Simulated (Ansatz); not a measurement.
## ZnO under a change: O → S

The parent structure is ZnO in the wurtzite structure (space group P6_3mc, No. 186; a = 3.2352 Å, c = 5.2114 Å).

It is then changed as follows: S takes the place of O on all its sites, then cell and atoms are relaxed.

Level of theory: r2SCAN in Ansatz (plane waves to 500 eV, PAW, scalar-relativistic without spin-orbit coupling). k-mesh 10×10×6 (Γ-centred); smearing 0.05 eV (Fermi–Dirac), for the changed cell.

| quantity | base | changed | shift |
|---|---|---|---|
| volume per atom | 11.81 Å³ | 19.59 Å³ | +7.78 Å³ |
| density | 5.72 g/cm³ | 4.13 g/cm³ | -1.59 g/cm³ |
| lattice parameter a | 3.235 Å | 3.806 Å | +0.571 Å |
| c/a ratio | 1.611 | 1.641 | +0.030 |
| space group | P6_3mc (No. 186) | P6_3mc (No. 186) | – |
| shortest interatomic distance | 1.970 Å | 2.334 Å | +0.3632 Å |
| band gap | 1.24 eV | 2.78 eV | +1.54 eV |
| gap character | direct at Γ | direct at Γ | – |
| width of the top valence band | 1.83 eV | 2.19 eV | +0.36 eV |
| electron mass | 0.19 mₑ (at Γ) | 0.18 mₑ along c, 0.21 mₑ across (at Γ) | – |
| valence-band top at Γ (three highest levels, from the VBM) | 0.00, 0.00, -0.10 eV | 0.00, 0.00, -0.08 eV | – |

Final structure:

```
CELL_PARAMETERS angstrom
      3.80618     0.00000     0.00000
     -1.90309     3.29625     0.00000
      0.00000     0.00000     6.24484
ATOMIC_POSITIONS crystal
  Zn 0.66667 0.33333 0.99974
  Zn 0.33333 0.66667 0.49974
  S  0.66667 0.33333 0.62546
  S  0.33333 0.66667 0.12546
```

Masses are band curvatures over ±0.01 Å⁻¹ around the edge. No phonon test of stability was made.

Ansatz is an electronic-structure program.
